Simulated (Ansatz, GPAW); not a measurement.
**One structure in several programs: MoIr3 (P6_3/mmc, 8 atoms in the cell)**

Self-consistent single point.

```xyz
8
Lattice="5.4870 0.0000 0.0000 -2.7435 4.7519 0.0000 0.0000 0.0000 4.3850" Properties=species:S:1:pos:R:3 pbc="T T T"
Ir     2.7435     3.1648     1.0962
Ir    -1.3690     3.9583     3.2887
Ir     1.3745     0.7936     1.0962
Ir     0.0000     1.5871     3.2887
Ir     4.1125     0.7936     1.0962
Ir     1.3690     3.9583     3.2887
Mo     0.0000     3.1679     1.0962
Mo     2.7435     1.5840     3.2887
```

Shared settings, as Ansatz (an electronic-structure program) writes them: kpoints.mp_grid.grid = 5 5 5; scf.occupations.method = gaussian; scf.occupations.width = 0.02 Ry. Potentials and cutoffs stand in the table.

| code | model | pressure (GPa) | largest force (eV/Å) | cutoff |
|---|---|---|---|---|
| GPAW | PBEsol, GPAW PAW datasets PBEsol (made by gpaw-setup) | -3.13 | 0.178 | 600 eV |
| Ansatz | PBEsol, default PAW files made with PBE | -2.11 | 0.168 | default |

On Ansatz's run: spin-orbit coupling is off. Spin polarisation is off.

The spread over the programs that give each value: pressure within 1.02 GPa; largest force within 0.010 eV/Å.

Ansatz's pressure is given at a fixed set of plane waves, as the other plane-wave codes print theirs; with its correction for the finite basis it is -2.05 GPa.

The starting cell comes from a database of published, mostly measured structures (it also holds non-ambient and calculated ones), without a prior relaxation at this level.

Keys are those of Ansatz 0.2.
